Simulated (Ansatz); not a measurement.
**Ti, response to strain**

Base system: Ti in the hcp (Mg type) structure (space group P6_3/mmc, No. 194; relaxed with 0.1 eV smearing).

```
Ti
1.0
    2.90164     0.00000     0.00000
   -1.45082     2.51289     0.00000
    0.00000     0.00000     4.59296
Ti
2
Direct
  0.66667   0.33333   0.75000
  0.33333   0.66667   0.25000
```

Cartesian axes are those of the cell as printed.

Strains are applied to the cell and any free atomic positions relax.

Level of theory: PBEsol, PAW, 420 eV (Ansatz, a quantum-chemistry and plane-wave program; without spin-orbit coupling).

Notes on the quantities. energy relative to the base: free energy F.

| uniaxial strain ε_zz (%) | energy relative to the base (meV/atom) |
|---|---|
| -3 | 9.8 |
| -2.5 | 6.7 |
| -2 | ? |
| -1.5 | 2.4 |
| -1 | 1.1 |
| -0.5 | 0.3 |
| 0 | 0.0 |

### Question
Fit ΔE = Aε² + Bε³ (ε in %) to the rows shown and predict the withheld row.

### Answer
Least squares on the printed values gives A = 1.04 and B = -0.015 meV/atom (largest residual 0.0 meV/atom); this predicts 4.3 meV/atom, and the run gives 4.3 meV/atom, in agreement.

Whether these cells are dynamically stable was not tested. All final runs are without spin polarisation.
